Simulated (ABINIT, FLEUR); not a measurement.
An ABINIT input for a self-consistent single point of HfO2 (P4_2/nmc, 6 atoms in the cell) (DFT, PBE, plane waves, norm-conserving pseudopotentials (PseudoDojo nc-sr-05 PBE standard)):

```
# HfO2, PseudoDojo nc-sr-05 PBE standard
pp_dirpath "./"
pseudos "Hf.upf, O.upf"
acell 3.4628010000 3.4628010000 5.0334510000 Angstrom
rprim
         1.0000000000    0.0000000000    0.0000000000
         0.0000000000    1.0000000000    0.0000000000
         0.0000000000    0.0000000000    1.0000000000
natom 6
ntypat 2
znucl 72 8
typat 1 1 2 2 2 2
xcart
         3.2718727570    3.2718727570    4.7559219259
         0.0000000000    0.0000000000    0.0000000000
         0.0000000000    3.2718727570    6.6317526519
         0.0000000000    3.2718727570    1.8758307260
         3.2718727570    0.0000000000    7.6360131257
         3.2718727570    0.0000000000    2.8800911999
ecut 42
occopt 3
tsmear 0.00036749
nband 31
kptopt 1
ngkpt 8 8 5
nshiftk 1
shiftk 0 0 0
nstep 50
tolvrs 1.0e-12
prtwf 0
prtden 0
enunit 1
```

### Question
Give the FLEUR input for the same structure, mesh, smearing and functional.

### Answer
This is the input that was run; spellings and numerical settings could be chosen otherwise.

Input of the input generator:

```
HfO2
&input film=f /
1.0000000000 0.0000000000 0.0000000000
0.0000000000 1.0000000000 0.0000000000
0.0000000000 0.0000000000 1.4535778984
6.5437455141
1.0 1.0 1.0

6
72 0.5000000000 0.5000000000 0.5000000000
72 -0.0000000000 -0.0000000000 -0.0000000000
8 -0.0000000000 0.5000000000 0.6972100000
8 0.0000000000 0.5000000000 0.1972100000
8 0.5000000000 0.0000000000 0.8027900000
8 0.5000000000 -0.0000000000 0.3027900000

&comp jspins=1 /
&kpt div1=8 div2=8 div3=5 gamma=t /
&end /
```

```xml
<?xml version="1.0" encoding="UTF-8" standalone="no"?>
<fleurInput fleurInputVersion="0.39">
   <comment>
      HfO2                                                                                                
   </comment>
   <calculationSetup>
      <cutoffs Kmax="4.6" Gmax="18.4" GmaxXC="18.4" numbands="0"/>
      <scfLoop itmax="60" minDistance="0.00001" maxIterBroyd="25" imix="Anderson" alpha="0.05" precondParam="0.0" spinf="2.0"/>
      <coreElectrons ctail="T" frcor="F" kcrel="0" coretail_lmax="0"/>
      <xcFunctional name="pbe" relativisticCorrections="F"/>
      <magnetism jspins="1"/>
      <soc l_soc="F" theta="0.0" phi="0.0" spav="F"/>
      <expertModes spex="0" secvar="F"/>
      <geometryOptimization l_f="T" forcealpha="1.0" forcemix="BFGS" epsdisp="0.00001" epsforce="0.00001"/>
      <ldaU l_linMix="F" mixParam="0.05" spinf="1.0"/>
   </calculationSetup>
   <cell>
      <bzIntegration valenceElectrons="76.0" mode="hist" fermiSmearingEnergy="0.00036749">
         <kPointListSelection listName="default-1"/>
         <!-- k-points included here -->
         <xi:include xmlns:xi="http://www.w3.org/2001/XInclude" href="kpts.xml"> </xi:include>
      </bzIntegration>
      <!-- symmetry operations included here -->
      <xi:include xmlns:xi="http://www.w3.org/2001/XInclude" href="sym.xml"> </xi:include>
      <bulkLattice scale="1.0">
         <bravaisMatrix>
            <row-1>    6.5437455141000003     0.0000000000000000     0.0000000000000000</row-1>
            <row-2>    0.0000000000000000     6.5437455141000003     0.0000000000000000</row-2>
            <row-3>    0.0000000000000000     0.0000000000000000     9.5118438520499069</row-3>
         </bravaisMatrix>
      </bulkLattice>
   </cell>
   <atomSpecies>
      <species name="Hafnium (Hf)" element="Hf" atomicNumber="72">
         <mtSphere radius="2.30" gridPoints="793" logIncrement="0.017"/>
         <atomicCutoffs lmax="10" lnonsphr="8"/>
         <electronConfig flipSpins="F">
            <coreConfig>(1s1/2) (2s1/2) (2p1/2) (2p3/2) (3s1/2) (3p1/2) (3p3/2) (4s1/2) (3d3/2) (3d5/2) (4p1/2) (4p3/2) (4d3/2) (4d5/2)</coreConfig>
            <valenceConfig>(5s1/2) (5p1/2) (5p3/2) (6s1/2) (4f5/2) (4f7/2) (5d3/2) (5d5/2)</valenceConfig>
            <stateOccupation state="(5d3/2)" spinUp="0.4" spinDown="0.4"/>
            <stateOccupation state="(5d5/2)" spinUp="0.6" spinDown="0.6"/>
         </electronConfig>
         <energyParameters s="6" p="6" d="5" f="5"/>
         <lo type="SCLO" l="0" n="5" eDeriv="0"/>
         <lo type="SCLO" l="1" n="5" eDeriv="0"/>
         <lo type="SCLO" l="3" n="4" eDeriv="0"/>
      </species>
      <species name="Oxygen (O)" element="O" atomicNumber="8">
         <mtSphere radius="1.29" gridPoints="447" logIncrement="0.023"/>
         <atomicCutoffs lmax="6" lnonsphr="4"/>
         <electronConfig flipSpins="F">
            <coreConfig>(1s1/2)</coreConfig>
            <valenceConfig>(2s1/2) (2p1/2) (2p3/2)</valenceConfig>
            <stateOccupation state="(2p1/2)" spinUp="0.6666666666667" spinDown="0.6666666666667"/>
            <stateOccupation state="(2p3/2)" spinUp="1.3333333333333" spinDown="1.3333333333333"/>
         </electronConfig>
         <energyParameters s="2" p="2" d="3" f="4"/>
      </species>
   </atomSpecies>
   <atomGroups>
      <atomGroup species="Hafnium (Hf)">
         <relPos label="                   1">1.000/4.000 1.000/4.000 1.000/4.000</relPos>
         <relPos label="                   2">-1.000/4.000 -1.000/4.000 -1.000/4.000</relPos>
         <force calculate="T" relaxXYZ="TTT"/>
      </atomGroup>
      <atomGroup species="Oxygen (O)">
         <relPos label="                   3">-1.000/4.000 1.000/4.000 .4472100000</relPos>
         <relPos label="                   4">-1.000/4.000 1.000/4.000 -.0527900000</relPos>
         <relPos label="                   5">1.000/4.000 -1.000/4.000 -.4472100000</relPos>
         <relPos label="                   6">1.000/4.000 -1.000/4.000 .0527900000</relPos>
         <force calculate="T" relaxXYZ="TTT"/>
      </atomGroup>
   </atomGroups>
   <output dos="F" band="F" slice="F">
      <checks vchk="F" cdinf="F"/>
      <bandDOS minEnergy="-.5*Htr" maxEnergy="0.5*Htr" sigma="0.015" storeEVData="T"/>
      <vacuumDOS vacdos="F" integ="F" star="F" nstars="0" locx1="0.0" locy1="0.0" locx2="0.0" locy2="0.0" nstm="0" tworkf="0.0"/>
      <unfoldingBand unfoldBand="F" supercellX="1" supercellY="1" supercellZ="1"/>
      <plotting iplot="0" polar="F">
         <plot TwoD="T" vec1="  1.0  0.0  0.0" vec2="  0.0  1.0  0.0" vec3="  0.0  0.0  1.0" zero="  0.0  0.0  0.0" file="plot"/>
      </plotting>
      <chargeDensitySlicing numkpt="0" minEigenval="0.0" maxEigenval="0.0" nnne="0" pallst="F"/>
      <specialOutput eonly="F"/>
      <magneticCircularDichroism mcd="F" energyLo="-10.0" energyUp="0.0"/>
   </output>
  <!-- We include the file relax.xml here to enable relaxations (see documentation) -->
  <xi:include xmlns:xi="http://www.w3.org/2001/XInclude" href="relax.xml"> <xi:fallback/> </xi:include>
</fleurInput>
```

Basis settings and potentials, where a program has them, do not carry over. This input uses DFT, PBE, all-electron FLAPW (FLEUR), scalar-relativistic valence.

The starting cell comes from a database of computed structures (which also holds hypothetical and non-ambient phases and stackings), without a prior relaxation at this level. Its lattice was rescaled by a random factor within 2.5 % of one. For this run, on top of that: lattice scaled by 0.98.
